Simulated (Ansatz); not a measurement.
Results of r²SCAN-D4 in Ansatz (plane waves, PAW) for MoPt2 (Immm, No. 71).

Settings: plane-wave cutoff 560 eV, 24×24×24 k mesh, Fermi–Dirac smearing 0.05 eV, no spin polarisation, scalar-relativistic PAW data made under PBE.

Cell (relaxed at this level):

```
CELL_PARAMETERS angstrom
     -1.37680     1.97203     4.14353
      1.37680    -1.97203     4.14353
      1.37680     1.97203    -4.14353
ATOMIC_POSITIONS crystal
  Mo 0.00000 0.00000 0.00000
  Pt 0.66338 0.66338 0.00000
  Pt 0.33662 0.33662 0.00000
```

Q: What does this level give for the bulk modulus B0 and pressure derivative B′ of the bulk modulus?

A: 
* **bulk modulus B0**: 301 GPa
* **pressure derivative B′ of the bulk modulus**: 5.0

The run finds no gap.

Note: the relaxation could not lower the start's symmetry, so the cell can be a saddle point above a distorted one; the bulk modulus comes from volumes at which shape and atoms were relaxed.

Spin–orbit coupling is not included.

Static lattice: no zero-point or thermal effects.

Cost on a shared machine: about 100 core-minutes (a rough figure).

Ansatz is a quantum-chemistry and plane-wave program.
